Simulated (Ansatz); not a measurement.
Effect of isotropic strain −2.50 % on InP

Take InP in the zinc blende structure (space group F-43m, No. 216; a = 5.8784 Å) as the base.

It is then changed as follows: every lattice vector is shortened by 2.50 %; the atoms relax in the strained cell.

Method: PBEsol, PAW, 420 eV (Ansatz, a first-principles code; no spin-orbit coupling). Γ-centred 10×10×10 mesh, Fermi–Dirac width 0.05 eV.

- Volume per atom = 23.53 Å³ (base 25.39 Å³)
- Space group = F-43m (No. 216) (base F-43m (No. 216))
- Shortest interatomic distance = 2.482 Å (base 2.545 Å)
- Energy relative to the base (free energy F) = +33 meV/atom
- Pressure = 6.04 GPa (base 0.00 GPa)
- Band gap = 0.97 eV (base 0.57 eV)
- Gap character = direct at Γ (base direct at Γ)
- Mean gap deformation potential ΔEg/Δln V = -5.3 eV
- Width of the top valence band = 3.28 eV (base 2.92 eV)
- Electron mass = 0.073 mₑ (at Γ) (base 0.046 mₑ (at Γ))
- Hole mass (degenerate bands, along [100]) = 0.073, 0.39, 0.39 mₑ (at Γ) (base 0.045, 0.43, 0.43 mₑ (at Γ))
- Valley order (the lowest conduction-band minima on the path, energy above the VBM, named in the base's zone) = Γ 0.97 eV; X along ⟨100⟩ 1.51 eV; L along ⟨111⟩ 1.56 eV (base Γ 0.57 eV; L along ⟨111⟩ 1.38 eV; X along ⟨100⟩ 1.65 eV)

Final structure:

```xyz
2
Lattice="0.0000 2.8657 2.8657 2.8657 0.0000 2.8657 2.8657 2.8657 0.0000" Properties=species:S:1:pos:R:3 pbc="T T T"
In     0.0000     0.0000     0.0000
P      1.4329     1.4329     1.4329
```

Cost of the whole job for the changed cell (relaxation, final SCF and bands): roughly 14 core-seconds.

Effective masses come from finite differences of ±0.01 Å⁻¹. Whether these cells are dynamically stable was not tested.
